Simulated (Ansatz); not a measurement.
Take SnSe in the rock salt structure (space group Fm-3m, No. 225; a = 6.019 Å) as the base.

Level of theory: r2SCAN in Ansatz (plane waves to 500 eV, PAW, no spin-orbit coupling), earlier PAW set.

One thing is altered: electron doping at 1.0×10^21 cm⁻³ (0.0545 per cell), with a uniform compensating background at fixed cell and a 300 K Fermi–Dirac width.

Task: What happens to the Fermi level from band edge?

Result: The Fermi level relative to the doped band's edge (positive inside the band; to 0.05 eV) comes out as +0.40 eV.

Carriers are added with a uniform compensating background; total energy and stress of such cells depend on the potential's zero and are not compared; many-body gap narrowing is missing at this level. Whether these cells are dynamically stable was not tested.

Ansatz is an electronic-structure program.
